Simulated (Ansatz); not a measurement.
A self-consistent single point of V₃Pt (Pm-3n, 8 atoms in the cell) with Ansatz (an electronic-structure program)

Method of the run: LDA (PW92), default PAW files made with PBE (plane waves; Ansatz).

Input:

Ansatz 0.2 input:
```yaml
# V3Pt
crystal:
  lattice:
    - [4.773726, 0.000000, 0.000000]
    - [0.000000, 4.773726, 0.000000]
    - [0.000000, 0.000000, 4.773726]
  atoms:
    - { symbol: V, position: [0.000000, 0.750000, 0.500000] }
    - { symbol: V, position: [0.000000, 0.250000, 0.500000] }
    - { symbol: V, position: [0.750000, 0.500000, 0.000000] }
    - { symbol: V, position: [0.250000, 0.500000, 0.000000] }
    - { symbol: V, position: [0.500000, 0.000000, 0.750000] }
    - { symbol: V, position: [0.500000, 0.000000, 0.250000] }
    - { symbol: Pt, position: [0.000000, 0.000000, 0.000000] }
    - { symbol: Pt, position: [0.500000, 0.500000, 0.500000] }
basis:
  ecutwfc: 420.0 eV
kpoints:
  mp_grid: { grid: [7, 7, 7] }
hamiltonian:
  xc: lda
  pseudopotentials: { kind: paw }
scf:
  occupations: { method: fermi_dirac, width: 0.1 eV }
output:
  forces: true
  eigenvalues: true
  stress: true
```

Log, with long lists cut:

```
WARN ansatz: RAYON_NUM_THREADS=1 ignored (pool sized by the plan → 1); use --threads N
Pseudopotentials: kind: paw
Pseudopotential: V, paw, valence charge 13
Pseudopotential: Pt, paw, valence charge 18
Crystal: 8 atoms, lattice volume = 108.786 Å³
Basis set: ecut = 420 eV, 2103 PW (Γ)
Bands: 69, of which v1, the nominal top of the filled ones, is band 57 counted from 1 (56 counted from 0)
Symmetry: 48 space group operations
Space group: Pm-3n (ITA 223), of the structure as read, at distance tolerance 4.8e-5 Å
k-points: 20 of 343
PAW frozen core: V, regenerated for the run's functional, and the local potential with it
PAW frozen core: Pt, regenerated for the run's functional, and the local potential with it
Initial density: superposition of atomic densities (neutral atoms: chi_scale 0, normalization atom), corrected by the library's trained network
Initial wavefunctions: pseudopotential atomic-orbital guess
Eigensolver: davidson
Functional: x = slater, c = lda
SCF iter   1: F=—  HF=-41656.409363 eV  |F-HF|=—  |Δ(HF+E_count)|=         —  Δρ=8.54e-3  dr2=3.13e-2  ethr=1.77e-3  ⟨swp⟩=4.2  Hψ=4210  notcnv=0
all-band conjugate gradients solve this SCF's bands
preconditioner: auto → Kerker (q_TF=auto, 2.750 Å⁻¹)
SCF iter   2: F=—  HF=-41656.401677 eV  |F-HF|=—  |Δ(HF+E_count)|=   7.69e-3  Δρ=3.87e-3  dr2=6.20e-3  ethr=2.74e-5  ⟨swp⟩=2.5  Hψ=2339  notcnv=0
SCF iter   3: F=—  HF=-41656.400845 eV  |F-HF|=—  |Δ(HF+E_count)|=   8.32e-4  Δρ=9.20e-4  dr2=3.92e-4  ethr=5.44e-6  ⟨swp⟩=2.5  Hψ=2418  notcnv=0
SCF iter   4: F=—  HF=-41656.400862 eV  |F-HF|=—  |Δ(HF+E_count)|=   1.68e-5  Δρ=1.45e-4  dr2=2.78e-5  ethr=3.44e-7  ⟨swp⟩=2.0  Hψ=2493  notcnv=0
SCF iter   5: F=—  HF=-41656.400856 eV  |F-HF|=—  |Δ(HF+E_count)|=   6.13e-6  Δρ=3.24e-5  dr2=1.29e-6  ethr=2.44e-8  ⟨swp⟩=2.0  Hψ=1707  notcnv=0
SCF iter   6: F=-41656.400856 eV  HF=-41656.400856 eV  |F-HF|=1.93e-8  |Δ(HF+E_count)|=   2.15e-7  Δρ=7.72e-6  dr2=4.68e-8  ethr=8.77e-11  ⟨swp⟩=3.0  Hψ=4698  notcnv=0
SCF 1 converged in 6 iterations: F = -41656.400856 eV  dr2 = 4.68e-8
SCF converged after 6 iterations
Free energy (F): -41656.400856 eV
Harris-Foulkes:  -41656.400856 eV  (|F-HF|=1.93e-8)
Internal energy: -41656.063809 eV  (E = F + TS)
E sigma→0 (E₀):  -41656.232332 eV
Entropy (-TS):   -0.337047 eV (-42.131 meV/atom)
Fermi energy:    18.995204 eV
--- Per-component energies (eV) ---
  E_band       = -1154.722063
  E_kinetic    = 3296.250204
  E_local      = -8378.134738  (includes V_loc(G=0)·N_el)
  E_nonlocal   = 159.169356
  E_hartree    = 3573.878778
  E_xc         = -1302.012180
  E_vxc        = -1601.521662  (∫ρ·V_xc dr)
  E_paw        = -24721.718362  (= ΣΔE_a)
  E_vpaw       = -1778.243390  (= ΣTr[D̂ρ^β])
  E_aug_tail   = 0.001728  (compensation charges beyond the density's cutoff)
  E_ewald      = -14286.503233
  E_core_change = 3.004638  (= ΣΔE_core)
  E_smearing   = -0.337047  (= −TS)
  E_closure    = -0.000000  (closes the sum)
  Σ components = -41656.400856   (vs F -41656.400856, Δ=0.00e0)
--- Forces (eV/Å), atoms counted from 1 ---
  atom   1  V      0.00000000     0.00000000     0.00000000
   [... zero for the other atoms too ...]
  max |Σ_I F_I| component: 1.30e-17 eV/Å
--- Stress (GPa, compression-positive) ---
       -8.554039       0.000000       0.000000
        0.000000      -8.554039       0.000000
        0.000000       0.000000      -8.554039
  P = ⅓ Tr σ = -8.5540 GPa (-85.540 kbar)
  The stress holds the Pulay correction. Without it, at fixed plane waves, as pw.x and ABINIT print it: P = -8.6313 GPa
--- Band table (eV; the first three rows and the last of 20) ---
  k-point 0: bands = ["-80.5592", "-80.5591", "-44.6669", "-44.6010", "-44.6010", "-44.4134", "-44.4134", "-44.4134", "-34.6464", "-34.6464", "-34.6464", "-34.6449", "-34.6449", "-34.6449", "-19.2837", "-19.2837", "-19.1716", "-18.9530", "-18.9530", [...]
  k-point 1: bands = ["-80.5592", "-80.5591", "-44.6617", "-44.6036", "-44.5940", "-44.4237", "-44.4133", "-44.4133", "-34.6464", "-34.6464", "-34.6459", "-34.6450", "-34.6450", "-34.6445", "-19.2813", "-19.2560", "-19.1483", "-18.9518", "-18.9518", [...]
  k-point 2: bands = ["-80.5592", "-80.5591", "-44.6493", "-44.6109", "-44.5719", "-44.4522", "-44.4133", "-44.4133", "-34.6464", "-34.6464", "-34.6453", "-34.6453", "-34.6446", "-34.6437", "-19.2748", "-19.2441", "-19.0109", "-18.9493", "-18.9493", [...]
  k-point 19: bands = ["-80.5591", "-80.5591", "-44.5493", "-44.5405", "-44.5405", "-44.4977", "-44.4977", "-44.4922", "-34.6443", "-34.6441", "-34.6441", "-34.6438", "-34.6438", "-34.6436", "-18.9132", "-18.9064", "-18.8449", "-18.8449", [...]
```

The run converged in 6 iterations.

The starting cell comes from a database of computed structures (which also holds hypothetical and non-ambient phases and stackings), without a prior relaxation at this level. Its lattice was rescaled by up to half a per cent. Spin-orbit coupling is off. Spin polarisation is off. With a pressure of about -9 GPa the cell is away from its equilibrium volume at this level. Ansatz's pressure includes its estimate of the finite-basis (Pulay) stress.
